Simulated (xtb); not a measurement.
xtb 6.7.1, GFN2-xTB: Ni(Br)2(dme) (C[O]1CC[O](C)->[Ni]<-1([Br])[Br]), charge 0, multiplicity 3, 19 atoms. The geometry is a generated start, not checked to be a minimum at this level.

| Quantity | Value |
|---|---|
| method | GFN2-xTB |
| --acc | 1 (default) |
| --etemp (K) | 300 (default) |
| detailed input (--input) | none: ANC optimiser, Lindh (1995) Hessian, microcycle=20, maxdispl=1.0, hlow=0.01 (default) |
| basis functions | 64 |
| valence electrons | 62 |

```xyz
19

Ni    -1.5588    -0.7117    -0.8882
Br    -0.6924    -0.9164    -2.8834
Br    -3.6666    -0.8517    -0.4157
C     -0.4931     2.3798    -0.8422
O     -0.6037     1.1863    -0.0906
C      0.5616     0.8744     0.6487
C      0.2662    -0.4075     1.4336
O     -0.0702    -1.4823     0.5739
C      1.0405    -2.2502     0.1254
H     -1.4542     2.5321    -1.3322
H      0.2928     2.2947    -1.6019
H     -0.2767     3.2260    -0.1812
H      0.8010     1.6893     1.3438
H      1.4125     0.7288    -0.0337
H     -0.6195    -0.2367     2.0569
H      1.1199    -0.6749     2.0667
H      1.7434    -1.6491    -0.4590
H      0.6395    -3.0424    -0.5054
H      1.5578    -2.6885     0.9847
```

Charge 0 and multiplicity 3 are set for this test and not shown to be the ground state. GFN-xTB has no spin term: --uhf 2 sets the occupations alone.

The structure is relaxed from this start with --opt LEVEL for the levels crude, sloppy, loose, lax, normal, tight, vtight, extreme, once each. Up to the end of the extreme run atoms move by at most 0.22 Å along an axis.

Q: Choose the cheapest level whose final energy lies within 1 meV of that of extreme.

A: normal: 18 cycles against 44, ending 0.75 meV above.

| level | cycles | energy above the extreme run (meV) | gradient norm (eV/Å) |
|---|---|---|---|
| crude | 1 | 6.9 | 0.16 |
| sloppy | 1 | 6.9 | 0.16 |
| loose | 1 | 6.9 | 0.16 |
| lax | 4 | 4.9 | 0.091 |
| normal | 18 | 0.75 | 0.0081 |
| tight | 29 | 0.23 | 0.0039 |
| vtight | 44 | under 0.01 | 0.0019 |
| extreme | 44 | — | 0.0019 |
